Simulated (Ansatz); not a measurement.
**Ga2O3: stress against strain**

Ga2O3 (corundum, R-3c, 9.707 Å³/atom at rest, c along z) under a strain ε along a direction in the basal plane (axis x), the other axes held. PBEsol in Ansatz, a plane-wave DFT program (PAW, default set), 420 eV, 8×8×8 Γ-centred mesh, Fermi-Dirac smearing 0.05 eV; ions are relaxed within the symmetry of each cell. Stress is positive for a compressed cell.

Here s stands for strain and y for stress xx.

```
strain (%)  stress xx (GPa)
----------  ---------------
-3.00                     ?
-1.50                  5.97
-0.75                  2.93
0.00                   0.00
0.75                  -2.82
1.50                  -5.52
```

Fit y of the 5 rows that show it with a straight line. Means: s 0, y 0.112. About the means, the sum of products is -21.547 and the sum of squares of s is 5.6250; the slope is their ratio. Least squares gives y = 0.112 - 3.8307·s. Residuals (row less fit): 0.112, -0.055, -0.112, -0.059, 0.114; standard error 0.122 (degrees of freedom: 3). The slope gives the elastic constant C11 = 383 ± 5 GPa.

Predict the withheld y at s = -3.00 from the fit, and compare with the calculation.

y = 0.112 - 3.8307 × (-3.00) = 11.604 GPa. The calculation gives 12.34 GPa, 0.736 GPa above the prediction (4.1 % of the range of y in the table). The row lies outside the fitted rows, so this is an extrapolation. From the scatter of the fitted rows alone, a prediction at this place has a standard error of 0.204 GPa, so the miss is 3.6 times that.

One order more, fitted to all 9 runs of the series, follows each within 0.01, so the miss is the next term of a smooth law. Ga2O3 is here the metastable α form; monoclinic β is stable. Rows are the converged runs of the series near zero and its far end; series whose fitted rows scatter by over a few per cent of the range, as at a crossing or softening among them, aren't shown in this form. Most that stay on the fit to the last digits aren't either.
